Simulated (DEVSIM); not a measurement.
System: abrupt Si n-p junction, at 300 K.

| layer (left to right) | material | thickness (μm) | Nd (cm⁻³) | Na (cm⁻³) | τn (s) | τp (s) |
|---|---|---|---|---|---|---|
| 1 | Si | 4.80 | 2.2e16 | - | 1.1e-6 | 1.1e-6 |
| 2 | Si | 0.900 | - | 4.2e16 | 1.1e-6 | 1.1e-6 |

Left contact: ohmic. Right contact: ohmic. Voltage is applied to the left contact. Recombination: SRH at mid-gap, Auger. Mobility is constant in doping.

Constants are typed, rounded textbook-type inputs, not results; the design itself was drawn at random and stands for no fabricated device. Values at 300 K.

```
parameter           Si
-------------  -------
gap (eV)         1.124
affinity (eV)     4.05
permittivity      11.7
Nc (cm⁻³)      2.86e19
Nv (cm⁻³)       3.1e19
μn (cm²/Vs)       1417
μp (cm²/Vs)        470
Cn (cm⁶/s)     2.8e-31
Cp (cm⁶/s)     9.9e-32
```

Simulated with DEVSIM: 1D drift-diffusion, Boltzmann statistics, complete ionisation; no tunnelling, impact ionisation, image-force lowering or self-heating.

Question: Tabulate band edges, carrier densities and field at 5.0 V on the left contact.

Answer: Energies count from the Fermi level of the right contact; mesh points crowd at the junctions.

```csv
x (μm),Ec (eV),Ev (eV),n (cm⁻³),p (cm⁻³),field (V/cm)
0.000,-4.815,-5.939,2.2e16,5300,≈ 0
0.02395,-4.815,-5.939,2.2e16,5300,≈ 0
0.06776,-4.815,-5.939,2.2e16,5200,≈ 0
0.1586,-4.815,-5.939,2.2e16,5100,≈ 0
0.4206,-4.815,-5.939,2.2e16,4800,≈ 0
0.8249,-4.815,-5.939,2.2e16,4300,≈ 0
1.663,-4.815,-5.939,2.2e16,3300,≈ 0
3.391,-4.815,-5.939,2.2e16,1100,≈ 0
4.073,-4.815,-5.939,2.2e16,310,≈ 0
4.446,-4.559,-5.683,1.1e12,< 1e2,40000
4.626,-3.295,-4.419,1100,1600,100000
4.743,-1.888,-3.012,510,2000,140000
4.783,-1.292,-2.416,370,2100,150000
4.803,-0.980,-2.104,310,2200,160000
4.841,-0.427,-1.551,270,3000,130000
4.903,0.269,-0.855,170,140000,92000
5.013,0.894,-0.230,< 1e2,4.2e15,22000
5.234,0.953,-0.171,800,4.2e16,≈ 0
5.514,0.953,-0.171,2000,4.2e16,≈ 0
5.611,0.953,-0.171,2400,4.2e16,≈ 0
5.666,0.953,-0.171,2600,4.2e16,≈ 0
5.700,0.953,-0.171,2800,4.2e16,≈ 0
```
